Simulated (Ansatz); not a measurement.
The starting structures come from a database of crystals and need not be the phases stable at ambient conditions.

 Where the default PAW files enter, the runs use the earlier of Ansatz's two default sets.

Tunnelling through a barrier is set by its complex band structure: the current falls as exp(−2κd) with the smallest κ.

Consider the following.

```
CELL_PARAMETERS angstrom
      4.97914     0.00000     0.00000
      0.00000     5.04121     0.00000
      0.86269     0.00000     5.12315
ATOMIC_POSITIONS crystal
  Ta 0.70701 0.54481 0.71587
  Ta 0.29299 0.45519 0.28413
  Ta 0.29299 0.04481 0.78413
  Ta 0.70701 0.95519 0.21587
  N  0.55597 0.25603 0.97935
  N  0.44403 0.74397 0.02065
  N  0.44403 0.75603 0.52065
  N  0.55597 0.24397 0.47935
  O  0.93751 0.67425 0.34712
  O  0.06249 0.32575 0.65288
  O  0.06249 0.17425 0.15288
  O  0.93751 0.82575 0.84712
```

Space group of this cell: P2_1/c. The cell is taken as given; by r2SCAN its mean pressure is -1.8 GPa.

Transport runs along the normal of the first two printed cell vectors.

The gap is the functional's own. No spin-orbit coupling. Mid-gap values are interpolated on the energy grid.

Q: Give the band gap and the smallest decay constant κ at mid-gap that Ansatz (a program for electronic structure) with r2SCAN yields.

A: Gap 2.34 eV on a 6×6×6 mesh; κ = 0.286 1/Å, at the zone centre.
